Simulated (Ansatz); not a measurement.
Base system: La2O3 (space group P-3m1, No. 164; a = 3.9353 Å, c = 6.1263 Å).

Method: r2SCAN in Ansatz (plane waves to 500 eV, PAW, spin-orbit coupling left out).

Base values:

```
Item                Value
---------------  --------
Volume per atom  16.43 Å³
```

Perturbation: hydrostatic tension (pressure −2 GPa).

Q: What does the calculation give for the volume per atom after the change?

A: The volume per atom grows by 0.30 Å³ to 16.73 Å³.

Load acts through the strain it causes; cell and atoms are relaxed under it. No phonon test of stability was made.

Ansatz is a program for electronic structure.
